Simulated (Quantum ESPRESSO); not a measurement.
Input and output of a self-consistent single point for SiP₂O₇ (P6_3/m, 20 atoms in the cell) (Quantum ESPRESSO).

Method: LDA (PZ), GBRV 1.5 ultrasoft (LDA) pseudopotentials (plane waves; Quantum ESPRESSO).

```
CELL_PARAMETERS angstrom
      4.71329     0.00000     0.00000
     -2.35664     4.08183     0.00000
      0.00000     0.00000    11.99709
ATOMIC_POSITIONS crystal
  Si 0.00000 0.00000 0.50000
  Si 0.00000 0.00000 0.00000
  P  0.66667 0.33333 0.37980
  P  0.33333 0.66667 0.62020
  P  0.33333 0.66667 0.87980
  P  0.66667 0.33333 0.12020
  O  0.26525 0.33033 0.58609
  O  0.73475 0.66967 0.41391
  O  0.93492 0.26525 0.08609
  O  0.06508 0.73475 0.91391
  O  0.66967 0.93492 0.58609
  O  0.33033 0.06508 0.41391
  O  0.73475 0.66967 0.08609
  O  0.26525 0.33033 0.91391
  O  0.06508 0.73475 0.58609
  O  0.93492 0.26525 0.41391
  O  0.33033 0.06508 0.08609
  O  0.66967 0.93492 0.91391
  O  0.66667 0.33333 0.25000
  O  0.33333 0.66667 0.75000
```

Reference input (self-consistent single point, DFT, LDA (PZ), plane waves, GBRV 1.5 ultrasoft (LDA) pseudopotentials): ecutwfc = 40 Ry; ecutrho = 200 Ry; occupations = smearing; smearing = gauss; degauss = 0.0036749 Ry; potentials = {Si: si_lda_v1.uspp.F.UPF, P: p_lda_v1.5.uspp.F.UPF, O: o_lda_v1.2.uspp.F.UPF}; K_POINTS = automatic 4 4 2 0 0 0; conv_thr = 1e-09 Ry; mixing_beta = 0.4. This run's input differs from it in these lines:

```diff
@@ -14,4 +14,4 @@
  ntyp = 3,
- ecutwfc = 40,
- ecutrho = 200,
+ ecutwfc = 80,
+ ecutrho = 400,
  occupations = 'smearing',
```

Log, with long lists cut:

```
     Self-consistent Calculation

     iteration #  1     ecut=    80.00 Ry     beta= 0.40

     total energy              =    -533.98843961 Ry
     estimated scf accuracy    <       4.70695265 Ry

     iteration #  2     ecut=    80.00 Ry     beta= 0.40

     total energy              =    -535.02659128 Ry
     estimated scf accuracy    <       0.13119710 Ry

     iteration #  3     ecut=    80.00 Ry     beta= 0.40

     total energy              =    -535.02591193 Ry
     estimated scf accuracy    <       0.04985187 Ry

   [... 5 blocks of this kind left out ...]

     iteration #  9     ecut=    80.00 Ry     beta= 0.40

     total energy              =    -535.03136474 Ry
     estimated scf accuracy    <       0.00000006 Ry

     iteration # 10     ecut=    80.00 Ry     beta= 0.40
     End of self-consistent calculation

     the Fermi energy is     5.4747 ev

!    total energy              =    -535.03136475 Ry
     estimated scf accuracy    <          4.3E-10 Ry
     smearing contrib. (-TS)   =      -0.00000000 Ry
     internal energy E=F+TS    =    -535.03136475 Ry

     convergence has been achieved in  10 iterations

     Forces acting on atoms (cartesian axes, Ry/au):

     atom    1 type  1   force =     0.00000000    0.00000000    0.00000000
     atom    2 type  1   force =     0.00000000   -0.00000000    0.00000000
     atom    3 type  2   force =    -0.00000000    0.00000000    0.00405817
     atom    4 type  2   force =     0.00000000    0.00000000   -0.00405817
     atom    5 type  2   force =     0.00000000   -0.00000000    0.00405817
   [... lines left out ...]

     Total force =     0.060895     Total SCF correction =     0.000048

          total   stress  (Ry/bohr**3)                   (kbar)     P=       -0.49
   0.00000425   0.00000000   0.00000000            0.62        0.00        0.00
   0.00000000   0.00000425   0.00000000            0.00        0.62        0.00
   0.00000000   0.00000000  -0.00001849            0.00        0.00       -2.72

   JOB DONE.
```

The run converged in 10 iterations. Against the reference run the free energy drops by 9.9 meV/atom, the pressure goes from 0.06 to -0.05 GPa, the largest force moves little (0.453 to 0.448 eV/Å) and the gap on the mesh moves little (6.224 to 6.226 eV).

The starting cell comes from a database of computed structures (which also holds hypothetical and non-ambient phases and stackings), without a prior relaxation at this level.

Cost on one core of a shared machine: roughly 6 min.
